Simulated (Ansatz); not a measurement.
We consider Zr3N4 (model structure, started from the spinel Zr type, Fd-3m, No. 227, 14 atoms in the cell), described by PBEsol (Ansatz, a first-principles code, PAW).

Settings: plane-wave cutoff 520 eV, 6×6×6 k mesh, Fermi–Dirac smearing 0.01 eV, scalar-relativistic PAW data made under PBE.

Cell (relaxed with PBEsol):

```yaml
crystal:
  lattice:
    - [0.00000, 4.54144, 4.54144]
    - [4.54144, 0.00000, 4.54144]
    - [4.54144, 4.54144, 0.00000]
  atoms:
    - { symbol: Zr, position: [0.62500, 0.62500, 0.62500] }
    - { symbol: Zr, position: [0.12500, 0.62500, 0.62500] }
    - { symbol: Zr, position: [0.62500, 0.12500, 0.62500] }
    - { symbol: Zr, position: [0.62500, 0.62500, 0.12500] }
    - { symbol: Zr, position: [0.25000, 0.25000, 0.25000] }
    - { symbol: Zr, position: [0.00000, 0.00000, 0.00000] }
    - { symbol: N, position: [0.86706, 0.86706, 0.86706] }
    - { symbol: N, position: [0.39882, 0.86706, 0.86706] }
    - { symbol: N, position: [0.86706, 0.39882, 0.86706] }
    - { symbol: N, position: [0.86706, 0.86706, 0.39882] }
    - { symbol: N, position: [0.38294, 0.38294, 0.38294] }
    - { symbol: N, position: [0.85118, 0.38294, 0.38294] }
    - { symbol: N, position: [0.38294, 0.85118, 0.38294] }
    - { symbol: N, position: [0.38294, 0.38294, 0.85118] }
```

Estimate the band gap and smallest direct gap on the k points sampled that the calculation returns.


band gap: 0.50 eV
smallest direct gap on the k points sampled: 0.68 eV

Note: the relaxation could raise the start's symmetry but not lower it, so the cell can be a saddle point.

Spin–orbit coupling is not included.

Computed values are for the static lattice.

Cost on a shared machine: very roughly 22 core-seconds.

A model structure was made by putting elements into a prototype or built by hand; it is no filed structure, need not be a known phase, and can be a saddle point held by its symmetry.
